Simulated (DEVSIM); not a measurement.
Structure: Si n-i-p diode, at 350 K.

Layer 1 from the left is Si, thickness (μm) 0.280, Nd (cm⁻³) 1.3e17, τn (s) 6.1e-7, τp (s) 6.1e-7. Layer 2 from the left is Si, thickness (μm) 0.500, Na (cm⁻³) 6.6e13, τn (s) 6.1e-7, τp (s) 6.1e-7. Layer 3 from the left is Si, thickness (μm) 0.620, Na (cm⁻³) 9.4e18, τn (s) 6.1e-7, τp (s) 6.1e-7.

Left contact: ohmic. Right contact: ohmic. Voltage is applied to the left contact. Recombination: SRH at mid-gap. Mobility is μmin + (μ − μmin)/(1 + (N/Nref)^α).

The device is made up for the run: typed textbook-type constants, with dimensions and the other settings drawn at random. Values at 300 K; Nc and Nv go as T^1.5, mobilities as T to minus their exponent, the gap by Varshni's rule with the affinity fixed.

Si: gap (eV) 1.124, affinity (eV) 4.05, permittivity 11.7, Nc (cm⁻³) 2.86e19, Nv (cm⁻³) 3.1e19, μn (cm²/Vs) 1417, μp (cm²/Vs) 470, μn,min 52, μp,min 45, Nref,n 9.7e16, Nref,p 2.2e17, αn 0.68, αp 0.72, T exponent of μn 2.3, T exponent of μp 2.2, Varshni α (eV/K) 0.000473, Varshni β (K) 636.

DEVSIM, 1D drift-diffusion, Boltzmann statistics, complete ionisation; no tunnelling, impact ionisation, image-force lowering or self-heating.

Problem. What does the simulation give for the dark forward voltage at 100 A/cm², the potential step across the device at zero bias, the dark forward voltage at 1 A/cm²?

Solution. dark forward voltage at 100 A/cm² 0.656 V; potential step across the device at zero bias 0.898 V; dark forward voltage at 1 A/cm² 0.512 V.
